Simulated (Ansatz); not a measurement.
Given:

```
Pt
1.0
    0.01692     1.96957     1.96957
    1.96957     0.01692     1.96957
    1.96957     1.96957     0.01692
Pt
1
Direct
  0.00000   0.00000   0.00000
```

These are PBEsol, rigid bands (plane waves, PAW, scalar-relativistic; Ansatz, a quantum-chemistry and plane-wave program) values and carry that method's errors. Condition of this run: uniaxial stress along [111] of -2 GPa (compression positive) (the target of the relaxation). Geometry: cell and atoms relaxed with PBEsol, then loaded as said.

### Question
Predict the product ρ₀λ of resistivity and mean free path that follows from the Fermi surface's area.

### Answer
3.5 ×10⁻¹⁶ Ω·m².

### Question
And the Drude plasma energy and the root-mean-square Fermi velocity at 300 K?

### Answer
8.9 eV; 4.8e5 m/s.

A metal at this level (no band gap); rigid bands, thermally averaged at 300 K, both spins. Spin-orbit coupling is left out, which matters with elements this heavy. τ is one relaxation time for all states; the product of resistivity and mean free path takes one path for all states instead.
